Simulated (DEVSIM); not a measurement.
System: abrupt Si p-n junction, at 300 K.

```csv
layer (left to right),material,thickness (μm),Nd (cm⁻³),Na (cm⁻³),τn (s),τp (s)
1,Si,9.90,-,4.8e16,1.3e-6,1.3e-6
2,Si,3.90,6.5e16,-,1.3e-6,1.3e-6
```

Left contact: ohmic. Right contact: ohmic. Voltage is applied to the left contact. Recombination: SRH at mid-gap, radiative. Mobility is μmin + (μ − μmin)/(1 + (N/Nref)^α).

This is a model device: material constants are rounded textbook-type values typed into the input, and sizes, dopings and lifetimes were drawn at random. Values at 300 K.

```
parameter           Si
-------------  -------
gap (eV)         1.124
affinity (eV)     4.05
permittivity      11.7
Nc (cm⁻³)      2.86e19
Nv (cm⁻³)       3.1e19
μn (cm²/Vs)       1417
μp (cm²/Vs)        470
μn,min              52
μp,min              45
Nref,n          9.7e16
Nref,p          2.2e17
αn                0.68
αp                0.72
B (cm³/s)      4.7e-15
```

DEVSIM, 1D drift-diffusion, Boltzmann statistics, complete ionisation; no tunnelling, impact ionisation, image-force lowering or self-heating.

The doping Nd of layer 2 was swept, all else fixed.

| doping Nd of layer 2 (cm^-3) | potential step across the device at zero bias (V) | dark forward voltage at 100 A/cm² (V) | largest field in the device at zero bias (V/cm) | dark forward voltage at 1 A/cm² (V) |
|---|---|---|---|---|
| 2e15 | 0.709 | 0.750 | 21000 | 0.568 |
| 6.5e15 | 0.740 | 0.759 | 35000 | 0.597 |
| 2e16 | 0.769 | 0.769 | 56000 | 0.623 |
| 6.5e16 | 0.799 | 0.778 | 80000 | 0.643 |
| 2e17 | 0.828 | 0.782 | 96000 | 0.653 |
| 6.5e17 | 0.859 | 0.783 | 110000 | 0.656 |
| 2e18 | 0.888 | 0.783 | 120000 | 0.657 |

From the first row to the last the potential step across the device at zero bias goes from 0.709 to 0.888. From the first row to the last the dark forward voltage at 100 A/cm² goes from 0.750 to 0.783.
